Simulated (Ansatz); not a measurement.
```cif
data_AlRu
_chemical_formula_sum 'Al1 Ru1'
_space_group_name_H-M_alt 'Pm-3m'
_space_group_IT_number 221
_space_group_name_Hall '-P 4 2 3'
_cell_length_a 2.97615
_cell_length_b 2.97615
_cell_length_c 2.97615
_cell_angle_alpha 90.000
_cell_angle_beta 90.000
_cell_angle_gamma 90.000
loop_
_atom_site_label
_atom_site_type_symbol
_atom_site_symmetry_multiplicity
_atom_site_Wyckoff_symbol
_atom_site_fract_x
_atom_site_fract_y
_atom_site_fract_z
_atom_site_occupancy
Al1 Al 1 a 0.00000 0.00000 0.00000 1
Ru1 Ru 1 b 0.50000 0.50000 0.50000 1
```

The cell was generated from a structure type, relaxed within its symmetry, and need not be the phase found at ambient conditions.

Problem. What linear thermal expansion coefficient does the quasi-harmonic free energy on PBEsol density-functional theory in Ansatz (plane waves, PAW) give at 450 K, and what isobaric heat capacity per mole of formula units and Grüneisen parameter?

Solution. α = 9.1 × 10⁻⁶ K⁻¹; C_P = 50.2 J/(mol K); γ = 1.84. The crystal is held in this phase throughout; melting and phase transitions are not modelled.

Ansatz is a program for electronic structure.
